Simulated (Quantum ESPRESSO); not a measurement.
The steps of a band-structure calculation for K (Im-3m, 1 atom in the cell) with Quantum ESPRESSO.

Method of the run: PBEsol, PseudoDojo standard norm-conserving (PBESOL) pseudopotentials (plane waves; Quantum ESPRESSO 7.5).

Step 1 (scf):

```fortran
&control
   calculation = 'scf'
   prefix = 'k'
   outdir = './tmp/'
   pseudo_dir = './'
   verbosity = 'high'
   tprnfor = .true.
   tstress = .true.
/
&system
   ibrav = 3
   celldm(1) = 10.1952992095
   nat = 1
   ntyp = 1
   ecutwfc = 75
   occupations = 'smearing'
   smearing = 'gauss'
   degauss = 0.0036749
   nbnd = 17
/
&electrons
   conv_thr = 1.0d-10
   mixing_beta = 0.5
/
ATOMIC_SPECIES
K     39.0983  K.upf
ATOMIC_POSITIONS crystal
K     0.0000000000    0.0000000000    0.0000000000
K_POINTS automatic
11 11 11  0 0 0
```

Step 2 (bands):

```fortran
&control
   calculation = 'bands'
   prefix = 'k'
   outdir = './tmp/'
   pseudo_dir = './'
   verbosity = 'high'
/
&system
   ibrav = 3
   celldm(1) = 10.1952992095
   nat = 1
   ntyp = 1
   ecutwfc = 75
   occupations = 'smearing'
   smearing = 'gauss'
   degauss = 0.0036749
   nbnd = 17
/
&electrons
   conv_thr = 1.0d-10
   startingwfc = 'random'
   diago_thr_init = 1.0d-6
/
ATOMIC_SPECIES
K     39.0983  K.upf
ATOMIC_POSITIONS crystal
K     0.0000000000    0.0000000000    0.0000000000
K_POINTS crystal_b
8
  0.00000000   0.00000000   0.00000000  12  ! G
 -0.50000000  -0.50000000  -0.50000000   8  ! H
  0.00000000   0.00000000  -0.50000000   8  ! N
  0.00000000   0.00000000   0.00000000  10  ! G
 -0.25000000   0.25000000  -0.25000000  10  ! P
 -0.50000000  -0.50000000  -0.50000000   1  ! H
 -0.25000000   0.25000000  -0.25000000   6  ! P
  0.00000000   0.00000000  -0.50000000   1  ! N
```

Step 3 (bands.x):

```fortran
&bands
   prefix = 'k'
   outdir = './tmp/'
   filband = 'bands.dat'
   lsym = .false.
/
```

Output of bands (abridged):

```
     Atomic positions and unit cell read from directory:
     ./tmp/k.save/
     G-vector sticks info
     --------------------
     sticks:   dense  smooth     PW     G-vecs:    dense   smooth      PW
     Sum        1755    1755    499                46361    46361    7107

     bravais-lattice index     =            3
     lattice parameter (alat)  =      10.1953  a.u.
     unit-cell volume          =     529.8707 (a.u.)^3
   [... lines left out ...]

     site n.     atom                  positions (cryst. coord.)
         1        K      tau(   1) = (  0.0000000  0.0000000  0.0000000  )

     number of k points=    56  Gaussian smearing, width (Ry)=  0.0037
                       cart. coord. in units 2pi/alat
        k(    1) = (   0.0000000   0.0000000   0.0000000), wk =   0.0357143
        k(    2) = (   0.0000000   0.0000000  -0.0833333), wk =   0.0357143
        k(    3) = (   0.0000000   0.0000000  -0.1666667), wk =   0.0357143
   [... 53 lines left out ...]

     Dense  grid:    46361 G-vectors     FFT dimensions: (  50,  50,  50)

     The potential is recalculated from file :
     ./tmp/k.save/charge-density

     Band Structure Calculation
     Davidson diagonalization with overlap

     ethr =  1.00E-06,  avg # of iterations = 25.5

     End of band structure calculation

          k = 0.0000 0.0000 0.0000 (  5775 PWs)   bands (ev):

   -30.5446 -14.0592 -14.0592 -14.0592  -0.5686   5.7194   5.7194   5.7194
     6.5877   6.5877   9.1835   9.1835   9.1835  10.9784  10.9784  10.9784
    12.1644

          k = 0.0000 0.0000-0.0833 (  5810 PWs)   bands (ev):

   -30.5445 -14.0604 -14.0598 -14.0598  -0.5276   5.6692   5.6692   5.7441
     6.4412   6.6217   9.2888   9.2888   9.2998  10.5139  10.8944  10.8944
    12.2744

   [... 54 blocks of this kind left out ...]
```

Output of bands.x (abridged):

```
     Reading xml data from directory:

     ./tmp/k.save/

     G-vector sticks info
     --------------------
     sticks:   dense  smooth     PW     G-vecs:    dense   smooth      PW
     Sum        1755    1755    499                46361    46361    7107

     Reading collected, re-writing distributed wavefunctions
     high-symmetry point:  0.0000 0.0000 0.0000   x coordinate   0.0000
     high-symmetry point:  0.0000 0.0000-1.0000   x coordinate   1.0000
     high-symmetry point:  0.0000 0.5000-0.5000   x coordinate   1.7071
     high-symmetry point:  0.0000 0.0000 0.0000   x coordinate   2.4142
     high-symmetry point: -0.5000 0.5000-0.5000   x coordinate   3.2802
     high-symmetry point:  0.0000 0.0000-1.0000   x coordinate   4.1463
     high-symmetry point: -0.5000 0.5000-0.5000   x coordinate   4.1463
     high-symmetry point:  0.0000 0.5000-0.5000   x coordinate   4.6463

     Plottable bands (eV) written to file bands.dat.gnu
     Bands written to file bands.dat

   JOB DONE.
```

The starting cell comes from a database of computed structures (which also holds hypothetical and non-ambient phases and stackings), without a prior relaxation at this level.
